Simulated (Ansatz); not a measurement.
CaC6 (R-3m, No. 166, 7 atoms in the cell) was calculated with PBEsol (plane waves, PAW; Ansatz, a quantum-chemistry and plane-wave program).

Numerical settings: plane-wave cutoff 520 eV, 16×16×16 k mesh, Fermi–Dirac smearing 0.05 eV, scalar-relativistic PAW data made under PBE.

Equation-of-state points:

```json
[
 {"V (Å³/atom)": "9.840", "E − E_lowest (meV/atom)": "6.44", "P (GPa)": "5.33"},
 {"V (Å³/atom)": "10.045", "E − E_lowest (meV/atom)": "1.52", "P (GPa)": "2.45"},
 {"V (Å³/atom)": "10.250", "E − E_lowest (meV/atom)": "0.00", "P (GPa)": "0.00"},
 {"V (Å³/atom)": "10.455", "E − E_lowest (meV/atom)": "1.37", "P (GPa)": "-2.08"},
 {"V (Å³/atom)": "10.660", "E − E_lowest (meV/atom)": "5.21", "P (GPa)": "-3.85"}
]
```

Task: Estimate the bulk modulus from the pressures at 10.045 and 10.455 Å³/atom, and compare it with a fit to all energies.

Result: B = −V dP/dV. Between V = 10.045 and 10.455 Å³/atom, dP/dV = (-2.08 − (2.45))/(10.455 − 10.045) = -11.0 GPa per Å³/atom; at the midpoint 10.250 Å³/atom this gives B ≈ 113 GPa. The third-order Birch–Murnaghan fit gives V0 = 10.249 Å³/atom, B0 = 113 GPa, B′ = 7.1, which lies within 1 % of that estimate.

Shape and atoms are relaxed at each volume.

Note: the relaxation could not lower the start's symmetry, so the cell can be a saddle point above a distorted one; the bulk modulus comes from volumes at which shape and atoms were relaxed.

Computed values are for the static lattice.

It cost around 21 core-minutes (rough) of CPU time.
